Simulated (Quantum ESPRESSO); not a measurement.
## A short convergence ladder for BaTiO3 (P4mm, 5 atoms in the cell)

```
CELL_PARAMETERS angstrom
      3.97005     0.00000     0.00000
      0.00000     3.97005     0.00000
      0.00000     0.00000     4.01980
ATOMIC_POSITIONS crystal
  Ba 0.00000 0.00000 0.00000
  Ti 0.50000 0.50000 0.51300
  O  0.50000 0.50000 0.97700
  O  0.00000 0.50000 0.48700
  O  0.50000 0.00000 0.48700
```

Base method: PBE, GBRV 1.5 ultrasoft (PBE) pseudopotentials (plane waves; Quantum ESPRESSO 7.5).

Base settings: ecutwfc = 50 Ry; ecutrho = 400 Ry; occupations = smearing; smearing = fermi-dirac; degauss = 0.00147 Ry; potentials = {Ba: ba_pbe_v1.uspp.F.UPF, Ti: ti_pbe_v1.4.uspp.F.UPF, O: o_pbe_v1.2.uspp.F.UPF}; K_POINTS = automatic 3 3 3 0 0 0; conv_thr = 1e-10 Ry; mixing_beta = 0.7.

**Zone-centre phonons against the cutoff**

In this ladder: occupations = fixed; smearing = default; degauss = default; nbnd = 24; ph.x.tr2_ph = 1e-14; ph.x.fildyn = dyn.G; ph.x.epsil = true; dynmat.x.fildyn = dyn.G; dynmat.x.asr = crystal. Moved along: ecutrho.

The mesh stays at the base's, so the ladder's end is converged at best in this setting alone.

Frequencies are those of the unrelaxed cell, without the LO-TO term of polar crystals.

Only quantities that move along the ladder and can be compared are tabulated; the gap is left out on so coarse a mesh.

| ecutwfc | highest zone-centre frequency (cm⁻¹) | largest Born charge (mean of the diagonal) (e) | mean ε∞ |
|---|---|---|---|
| 25 Ry | 499.8 | 7.419 | 7.115 |
| 30 Ry | 506.6 | 7.493 | 7.113 |
| 42 Ry | 505.3 | 7.548 | 7.133 |
| 50 Ry | 504.8 | 7.549 | 7.133 |

Coarsest ecutwfc that holds the mean ε∞ within 0.01 of the last step, with all finer ones: 42 Ry; the step before is off by 0.021.

Coarsest ecutwfc that holds the highest zone-centre frequency within 2 cm⁻¹ of the last step, with all finer ones: 30 Ry; the step before is off by 5.0 cm⁻¹.

Coarsest ecutwfc that holds the largest Born charge (mean of the diagonal) within 0.005 e of the last step, with all finer ones: 42 Ry; the step before is off by 0.056 e.

On the base run: the starting cell has typed, rounded lattice constants, without a prior relaxation at this level. Its lattice was rescaled by up to half a per cent. In the base run, with a pressure of about 7 GPa the cell is away from its equilibrium volume at this level.
